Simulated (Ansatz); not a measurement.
# AlCr2C (P6₃/mmc, No. 194, 8 atoms in the cell; start mp-9956): properties by level of theory

| level (code) | lattice constant a (Å) | lattice parameter c (Å) |
|---|---|---|
| PBE (Ansatz) | ___ | ___ |
| PBEsol (Ansatz) | 2.812 | 12.598 |
| r²SCAN+rVV10 (Ansatz) | 2.817 | 12.620 |

Q: Complete the blanks.

A: 
- PBE (Ansatz, a quantum-chemistry and plane-wave program), lattice constant a (Å): 2.840
- PBE (Ansatz), lattice parameter c (Å): 12.703

Caveats: the relaxation could not lower the start's symmetry, so the cell can be a saddle point above a distorted one (PBE, PBEsol, r²SCAN+rVV10). Ansatz's density-functional and Hartree–Fock values are scalar-relativistic unless marked +SOC, with PAW data made under PBE.

The crystal itself was run without spin with PBE, PBEsol, r²SCAN+rVV10; a magnetic state was not tried in these runs.

A start named mp-… is a Materials Project structure, which need not be a measured phase.
